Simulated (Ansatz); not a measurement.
A self-consistent single point of KMgF₃ (P4mm, 5 atoms in the cell) with Ansatz (an electronic-structure program).

Method: LDA (PW92), harder PAW files (source: ansatz) made with PBE (plane waves; Ansatz).

The change in words: lattice scaled by 0.98; basis.ecutwfc: 420 eV → 1575 eV; hamiltonian.pseudopotentials: {kind: paw} (the program's default PAW files) → {kind: paw, source: ansatz}. Reference geometry:
```
KMgF3
1.0
    4.00995     0.00000     0.00000
    0.00000     4.00995     0.00000
    0.00000     0.00000     4.00995
K Mg F
1 1 3
Cartesian
  0.00000   0.00000   0.05000
  2.00497   2.00497   2.00497
  2.00497   0.00000   2.00497
  0.00000   2.00497   2.00497
  2.00497   2.00497   0.00000
```

Reference input (self-consistent single point, DFT, LDA (PW92), plane waves, default PAW files made with PBE): basis.ecutwfc = 420 eV; kpoints.mp_grid.grid = 6 6 6; hamiltonian.xc = lda; hamiltonian.pseudopotentials = {kind: paw} (the program's default PAW files); scf.occupations.method = fermi_dirac; scf.occupations.width = 0.02 eV. This run's input differs from it in these lines:

Ansatz 0.2 input:
```diff
@@ -3,5 +3,5 @@
   lattice:
-    - [4.009950, 0.000000, 0.000000]
-    - [0.000000, 4.009950, 0.000000]
-    - [0.000000, 0.000000, 4.009950]
+    - [3.929751, 0.000000, 0.000000]
+    - [0.000000, 3.929751, 0.000000]
+    - [0.000000, 0.000000, 3.929751]
   atoms:
@@ -13,3 +13,3 @@
 basis:
-  ecutwfc: 420.0
+  ecutwfc: 1575.0
 kpoints:
@@ -18,3 +18,3 @@
   xc: lda
-  pseudopotentials: { kind: paw }
+  pseudopotentials: { kind: paw, source: ansatz }
 scf:
```

The program printed (abridged):

```
SCF iter   1: F=—  HF=-5791.833405 eV  |F-HF|=—  |Δ(HF+E_count)|=         —  Δρ=1.60e-1  dr2=1.18e1  ethr=3.10e-3  ⟨swp⟩=7.0  Hψ=5392  notcnv=0
all-band conjugate gradients solve this SCF's bands
preconditioner: auto → Resta (q_TF=auto, 2.545 Å⁻¹)
SCF iter   2: F=—  HF=-5788.072197 eV  |F-HF|=—  |Δ(HF+E_count)|=    3.76e0  Δρ=5.18e-2  dr2=1.18e0  ethr=3.10e-3  ⟨swp⟩=4.2  Hψ=2535  notcnv=0  defer=40
   [... lines left out ...]
SCF iter   5: F=—  HF=-5787.516626 eV  |F-HF|=—  |Δ(HF+E_count)|=   3.70e-3  Δρ=1.40e-3  dr2=5.35e-4  ethr=4.03e-5  ⟨swp⟩=4.4  Hψ=2221  notcnv=0  defer=46
SCF iter   6: F=—  HF=-5787.516559 eV  |F-HF|=—  |Δ(HF+E_count)|=   6.79e-5  Δρ=3.29e-4  dr2=4.59e-5  ethr=1.34e-6  ⟨swp⟩=2.1  Hψ=1608  notcnv=0  defer=42
SCF iter   7: F=—  HF=-5787.516738 eV  |F-HF|=—  |Δ(HF+E_count)|=   1.79e-4  Δρ=5.86e-5  dr2=1.97e-6  ethr=1.15e-7  ⟨swp⟩=3.2  Hψ=1904  notcnv=0  defer=41
SCF iter   8: F=-5787.516737 eV  HF=-5787.516737 eV  |F-HF|=4.60e-8  |Δ(HF+E_count)|=   4.24e-7  Δρ=9.28e-6  dr2=7.03e-8  ethr=2.50e-10  ⟨swp⟩=10.9  Hψ=6387  notcnv=0
SCF 1 converged in 8 iterations: F = -5787.516737 eV  dr2 = 7.03e-8
Free energy (F): -5787.516737 eV
Internal energy: -5787.516737 eV  (E = F + TS)
E sigma→0 (E₀):  -5787.516737 eV
Fermi energy:    6.465696 eV
--- Forces (eV/Å), atoms counted from 1 ---
  atom   1  K     -0.00000000     0.00000000    -0.10974600
  atom   2  Mg     0.00000000     0.00000000     0.06217493
  atom   3  F      0.00000000     0.00000000     0.01311713
  atom   4  F      0.00000000     0.00000000     0.01311713
  atom   5  F     -0.00000000     0.00000000     0.02132654
--- Stress (GPa, compression-positive) ---
       -1.262433       0.000000      -0.000000
        0.000000      -1.262433       0.000000
       -0.000000       0.000000      -1.264866
  P = ⅓ Tr σ = -1.2632 GPa (-12.632 kbar)
  The stress holds the Pulay correction. Without it, at fixed plane waves, as pw.x and ABINIT print it: P = -1.2675 GPa
```

The run converged in 8 iterations. Against the reference run the pressure goes from -5.57 to -1.26 GPa, the largest force goes from 0.080 to 0.110 eV/Å and the gap on the mesh goes from 6.850 to 7.298 eV.

The starting cell has typed, rounded lattice constants, without a prior relaxation at this level. Its lattice was rescaled by up to half a per cent. One atom was moved a little off its site on purpose. For this run, on top of that: lattice scaled by 0.98. Ansatz's pressure includes its estimate of the finite-basis (Pulay) stress.

Cost on one core of a shared machine: roughly 30 s.
